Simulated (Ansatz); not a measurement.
The starting structures come from a database of crystals and need not be the phases stable at ambient conditions.

Here is the system:

```
CELL_PARAMETERS angstrom
      5.64058     0.00000     0.00000
      0.00000     5.64058     0.00000
      0.00000     0.00000     5.64058
ATOMIC_POSITIONS crystal
  Mg 0.75000 0.00000 0.50000
  Mg 0.25000 0.00000 0.50000
  Mg 0.50000 0.25000 0.00000
  Mg 0.50000 0.75000 0.00000
  Mg 0.00000 0.50000 0.75000
  Mg 0.00000 0.50000 0.25000
  O  0.75000 0.50000 0.00000
  O  0.25000 0.50000 0.00000
  O  0.00000 0.25000 0.50000
  O  0.00000 0.75000 0.50000
  O  0.50000 0.00000 0.75000
  O  0.50000 0.00000 0.25000
```

Space group of this cell: Pm-3n. The cell is taken as given; by r2SCAN its mean pressure is -3.3 GPa.

Level of theory: r2SCAN (plane waves, PAW; Ansatz, a quantum-chemistry and plane-wave program).

The current runs along the normal of the first two printed vectors; no spin-orbit coupling. Scaled by the factor s: both lengths across the current (ions clamped). Meshes 6×6×6 and 6×6 across the current in all rows.

```
s     mean pressure (GPa)  band gap (eV)
----  -------------------  -------------
0.98                  0.6              ?
1.00                 -3.3           3.32
1.02                 -6.5           3.11
```

Question: Take the slope of the band gap against ln s from the two given rows, extrapolate to s = 0.98, and say what the run there gives.

Answer: Slope = (3.11 − 3.32) / ln 1.02 = -10.6 eV. The line gives 3.32 + (-10.6) × ln 0.98 = 3.53 eV. The run gives 3.34 eV, 0.19 eV under the line, 91 % of the predicted step.
